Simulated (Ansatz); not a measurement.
Levels about the gap of amorphous Ti$_{20}$O$_{42}$Sn (63 atoms in a cell of 782 Å³, 3.71 g/cm³; zone centre alone, so wide bands show as single levels with stretches between that a denser mesh fills), at the geometry that PBE relaxed, where it gives 0.0 GPa on a denser mesh. The participation number counts the atoms over which a state spreads; weights are charges in smoothed Voronoi cells. The levels come from a single point, so bond lengths are those of that geometry. Method of the levels: r2SCAN, scalar-relativistic without spin-orbit coupling (Ansatz, a quantum-chemistry and plane-wave program). Sampling: the zone centre alone; Fermi-Dirac width 0.02 eV; no spin polarisation. At PBE the levels at the filled edge of the gap are localised (band-tail or defect states), and the nearest spread-out levels lie 2.7 eV apart at the zone centre.

It comes from a melt-quench run on a machine-learned potential (CHGNet), relaxed afterwards by DFT. O atoms were pushed apart under 1.9 Å during the dynamics, to hinder bonds among them. The hot cell started wider than the set density and was brought back towards it in steps. It is the lowest in DFT energy of 2 quenches. It is a model cell: composition and starting density were chosen by hand, and all elements were melted together. No dispersion term was used. Its density started from a set value of 3.73 and ended at 3.71 g/cm³. The quench (nominally 360 K/ps over its main leg) was far faster than any real one, so the model tends to hold more defects than a real film. A cell of this size samples the disorder only roughly. Volume and shape were free in the relaxation.

```tsv
E - E(highest filled), eV	filling	participation number	largest on	weight O	weight Ti	weight Sn
-0.61	filled	18.4	O, 2 neighbours	0.91	0.08	0.00
-0.58	filled	20.7	O, 2 neighbours	0.93	0.07	0.00
-0.51	filled	13.0	O, 2 neighbours	0.92	0.08	0.00
-0.45	filled	17.4	O, 2 neighbours	0.93	0.06	0.00
-0.37	filled	19.8	O, 2 neighbours	0.92	0.08	0.00
-0.33	filled	13.8	O, 2 neighbours	0.93	0.06	0.00
0.00	filled	6.2	O, 3 neighbours	0.93	0.07	0.00
2.74	empty	19.3	Ti, 5 neighbours	0.21	0.75	0.04
2.78	empty	17.7	Ti, 5 neighbours	0.21	0.77	0.02
2.79	empty	11.1	Ti, 6 neighbours	0.17	0.82	0.01
2.89	empty	18.0	Ti, 5 neighbours	0.19	0.81	0.00
2.90	empty	19.5	Ti, 6 neighbours	0.19	0.81	0.01
2.94	empty	18.8	Ti, 6 neighbours	0.19	0.79	0.01
2.98	empty	19.5	Ti, 6 neighbours	0.17	0.83	0.00
```

Most localised among these is the filled level at +0.00 eV, on a O atom, which has 3 neighbours (Ti 1.89 Å, Ti 2.08 Å, Ti 2.12 Å).
